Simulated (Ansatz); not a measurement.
# Al on the 1x1 (110) surface of 3C silicon carbide (cut with top plane C + Si), one in a 2x2 cell, started at the site 'over C at depth 1.5 Å'

Host crystal: 3C silicon carbide, with a band gap (PBE, scalar-relativistic without spin-orbit coupling).

Level of theory: PBE (plane waves to 420 eV, PAW; Ansatz, an electronic-structure program).

Set-up: 49 atoms, 7.7 Å thick at the start under the adsorbate (thin: gaps and levels are the slab's own); mesh 3x3x1; 0.01 eV smearing; dipole correction on; 24 atoms held, the rest relaxed; start symmetry kept, larger cells not searched; spin-polarised, no spin-orbit, no U, no dispersion correction. The slab shows no gap over 0.04 eV on its mesh. The starting moment vanished. At the end it is bonded to 2 C + 2 Si. In PBE it is, or lies within 0.03 eV of, the lowest of the starts that converged.

* **adsorption energy against an atom of fcc Al**: -0.43 eV
* **change of the step from the bottom to the top vacuum level, against the clean slab**: -1.30 eV
* **energy released by relaxation**: 1.95 eV
* **height of the binding atom over the mean of the host atoms within 0.3 Å of the top one**: 0.981 Å
* **nearest host atoms of the binding atom**: C at 2.10 Å, C at 2.10 Å, Si at 2.43 Å
* **largest move of a host atom**: 0.28 Å
* **note**: in the relaxation the adsorbate left its starting site by 1.0 Å
* **cost**: about 40 core-minutes (a rough figure)

A negative adsorption energy means that the adsorbate is more stable on the surface than in its reference.
